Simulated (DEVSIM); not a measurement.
System: abrupt Si n-p junction, at 300 K.

Layer 1 from the left is Si, thickness (μm) 0.830, Nd (cm⁻³) 6.5e15, τn (s) 0.00025, τp (s) 0.00025. Layer 2 from the left is Si, thickness (μm) 5.90, Na (cm⁻³) 7.1e15, τn (s) 0.00025, τp (s) 0.00025.

Left contact: ohmic. Right contact: ohmic. Voltage is applied to the left contact. Recombination: SRH at mid-gap, radiative, Auger. Mobility is constant in doping.

This is a model device: material constants are rounded textbook-type values typed into the input, and sizes, dopings and lifetimes were drawn at random. Values at 300 K.

Si: gap (eV) 1.124, affinity (eV) 4.05, permittivity 11.7, Nc (cm⁻³) 2.86e19, Nv (cm⁻³) 3.1e19, μn (cm²/Vs) 1417, μp (cm²/Vs) 470, B (cm³/s) 4.7e-15, Cn (cm⁶/s) 2.8e-31, Cp (cm⁶/s) 9.9e-32.

Model (solved in DEVSIM): 1D drift-diffusion, Boltzmann statistics, complete ionisation; no tunnelling, impact ionisation, image-force lowering or self-heating.

Dark forward current:

```
|V| (V)  |J| (A/cm²)
-------  -----------
0.05        4.561e-9
0.10        3.550e-8
0.15        2.460e-7
0.20        1.679e-6
0.25        1.143e-5
0.30        7.779e-5
0.35       0.0005288
0.40        0.003590
0.45         0.02433
0.50          0.1639
0.55           1.075
0.60           6.241
0.65           25.91
0.70           72.82
0.75           156.7
0.80           283.9
0.85           458.1
0.90           680.9
0.95           952.8
1.00            1274
1.05            1643
1.10            2061
```

Question: Work out the local ideality factor n = ΔV / (kT/q · ln(J2/J1)) between the rows 0.15 and 0.20 V, 1.05 and 1.10 V.

Answer: kT/q = 25.85 mV. From 0.15 to 0.20 V: ln(1.679e-6/2.460e-7) = 1.921, n = 1.01, near the 1 of diffusion or emission over a barrier. From 1.05 to 1.10 V: ln(2061/1643) = 0.227, n = 8.53.

Question: Estimate the current at 0.35 V from the Shockley equation with J0 = Σ q ni² D/(N L) coth(W/L), τ joining the SRH, radiative and Auger lifetimes that are on, and W taken as the whole layer.

Answer: ni² = 1.16e20 cm⁻⁶; holes in the n layer: μ = 470 cm²/Vs, D = 12.1 cm²/s, τ = 0.000247 s, L = 548 μm, W/L = 0.0015, term 4.18e-10 A/cm²; electrons in the p layer: μ = 1420 cm²/Vs, D = 36.6 cm²/s, τ = 0.000248 s, L = 952 μm, W/L = 0.0062, term 1.62e-10 A/cm². J0 = 5.80e-10 A/cm², and J = J0 exp(qV/kT) = 0.000440 A/cm². The simulation gives 0.000529 A/cm²; the estimate lies 17 % below. The estimate leaves out recombination in the depletion region and that region's share of W.
